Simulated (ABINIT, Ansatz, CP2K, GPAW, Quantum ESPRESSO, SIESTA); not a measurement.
## TiZn (Pm-3m, 2 atoms in the cell) computed with different codes at matched settings

Self-consistent single point.

```yaml
crystal:
  lattice:
    - [3.12375, 0.00000, 0.00000]
    - [0.00000, 3.12375, 0.00000]
    - [0.00000, 0.00000, 3.12375]
  atoms:
    - { symbol: Ti, position: [0.50000, 0.50000, 0.50000] }
    - { symbol: Zn, position: [0.00000, 0.00000, 0.00000] }
```

All programs got the same cell, k-point mesh and kind of occupations (in Ansatz's words: kpoints.mp_grid.grid = 7 7 7; scf.occupations.method = fermi_dirac; scf.occupations.width = 0.1 eV); potentials, basis and cutoffs are each program's usual ones.

```csv
code,model,pressure (GPa),k-points,cutoff
ABINIT,"PBEsol, PAW (JTH v2.0 PBE PAW, files made for PBE)",-2.62,20,30 Ha
Quantum ESPRESSO,"PBEsol, SSSP 1.1.2 efficiency (PBE) pseudopotentials",-3.21,20,50 Ry
Ansatz,"PBEsol, default PAW files made with PBE",-2.73,20,420 eV
CP2K,"PBEsol, GPW, TZVP-MOLOPT-SR-GTH basis, GTH-PBE potentials (GTH_POTENTIALS)",-2.05,172,grid 600 Ry
GPAW,"PBEsol, GPAW PAW datasets PBEsol (made by gpaw-setup)",-2.51,20,850 eV
SIESTA,"GGA PBEsol, numerical atomic orbitals TZP, PseudoDojo PBEsol standard norm-conserving potentials (rewritten from UPF to PSML)",-7.32,172,grid 350 Ry
```

The spread over the programs that give each value: pressure within 5.27 GPa.

The starting cell comes from a database of computed structures (which also holds hypothetical and non-ambient phases and stackings), without a prior relaxation at this level. On Ansatz's run: Spin polarisation is off.

Why do the programs differ, and what cannot be compared?

Differences of this kind can come from the potentials, where these differ, and from what each basis and cutoff leave unconverged. The valence holds different numbers of electrons (ABINIT 24, Quantum ESPRESSO 32, Ansatz (a quantum-chemistry and plane-wave program) 24, CP2K 24, GPAW 24, SIESTA 32). The zero of total energies and Fermi levels follows the potentials and each program's conventions, so they are not compared here. CP2K and SIESTA use small atom-centred bases, whose incompleteness enters pressures, forces and empty levels differently from a plane-wave cutoff. Ansatz's pressure is given at a fixed set of plane waves, as the other plane-wave codes print theirs; with its correction for the finite basis it is -2.68 GPa. The programs reduce the same mesh by symmetry to different extents, which changes the work and not the result. In the pressure, SIESTA (by 4.64) lies more than 1 GPa from the median of the plane-wave programs.

Left out of this page: Elk and FLEUR (not drawn, or without a comparable value).

Keys are those of Ansatz 0.2.
